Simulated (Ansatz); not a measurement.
Effect of pressure 5 GPa on VN

Start from VN in the rock salt structure (space group Fm-3m, No. 225; a = 4.117 Å).

One thing is altered: cell and atoms relaxed at a pressure of 5 GPa.

The values are results of Ansatz (a program for electronic structure) PBE, no spin-orbit coupling, not measurements. Settings: 19×19×19 k-points, 0.05 eV Fermi–Dirac smearing.

```csv
quantity,base,changed,shift
volume per atom,8.72 Å³,8.59 Å³,-0.13 Å³
density,6.18 g/cm³,6.28 g/cm³,+0.10 g/cm³
lattice parameter a,4.117 Å,4.096 Å,-0.021 Å
shortest interatomic distance,2.058 Å,2.048 Å,-0.0105 Å
enthalpy H = E + PV relative to the base's energy,–,+0.27 eV/atom,–
band gap,zero,zero,–
```

Final structure:

```xyz
2
Lattice="0.0000 2.0479 2.0479 2.0479 0.0000 2.0479 2.0479 2.0479 0.0000" Properties=species:S:1:pos:R:3 pbc="T T T"
N      0.0000     0.0000     0.0000
V      2.0479     2.0479     2.0479
```

Load acts through the strain it causes; cell and atoms are relaxed under it. Stability against distortions was not tested. Competing high-pressure phases were not computed. Seeded moments were not kept for the base. All final runs are without spin polarisation.
